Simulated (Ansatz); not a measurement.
Where the default PAW files enter, the runs use the earlier of Ansatz's two default sets.

Tunnelling through a barrier is set by its complex band structure: the current falls as exp(−2κd) with the smallest κ.

Given:

```
MgF2
1.0
    3.04778     0.00000     0.00000
    0.00000     4.61520     0.00000
    0.00000     0.00000     4.61520
Mg F
2 4
Direct
  0.50000   0.50000   0.50000
  0.00000   0.00000   0.00000
  0.00000   0.69708   0.69708
  0.00000   0.30292   0.30292
  0.50000   0.19708   0.80292
  0.50000   0.80292   0.19708
```

Space group of this cell: P4_2/mnm, rutile. The cell is taken as given; by r2SCAN its mean pressure is 0.5 GPa.

Transport runs along the normal of the first two printed cell vectors, the (100) plane of the conventional cell.

No gap correction and no spin-orbit coupling; mid-gap values are interpolated between computed energies.

Estimate the band gap and the smallest decay constant κ at mid-gap that r2SCAN (Ansatz, a first-principles code) returns for this system.

Gap 8.09 eV on a 10×8×8 mesh; κ = 0.567 1/Å, at the zone centre.
